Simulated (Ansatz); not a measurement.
Results of PBEsol in Ansatz (PAW) for ZrB₂ (model structure, P6₃/mmc, No. 194, 6 atoms in the cell).

Numerical settings: plane-wave cutoff 520 eV, 24×24×8 k mesh (along the axes of the cell as run), Fermi–Dirac smearing 0.05 eV, scalar-relativistic PAW data made under PBE.

Cell (relaxed at this level):

ZrB$_{2}$ has the hexagonal space group P6₃/mmc (No. 194), Pearson symbol hP6. Lattice parameters: a = b = 3.0533 Å, c = 8.4928 Å, α = β = 90.00°, γ = 120.00°. Zr on 2c has 2 B at 2.359 Å and 6 B at 2.583 Å. B on 4f is coordinated by 3 B at 1.825 Å and 1 Zr at 2.359 Å and 3 Zr at 2.583 Å. (Neighbours: up to the widest gap in distance over summed covalent radii, below 1.35, at either atom; cation-cation and far metal-metal contacts left out.)

Q: What does this level give for the bulk modulus?

A: 
- bulk modulus: 176 GPa

The run finds no gap.

Note: the bulk modulus is −V dP/dV from two relaxed cells at ±2 % in volume; the relaxation could raise the start's symmetry but not lower it, so the cell can be a saddle point.

The computed numbers hold no vibrational or temperature effects.

A model structure was made by putting elements into a prototype or built by hand; it is no filed structure, need not be a known phase, and can be a saddle point held by its symmetry.

Ansatz is a program for electronic structure.
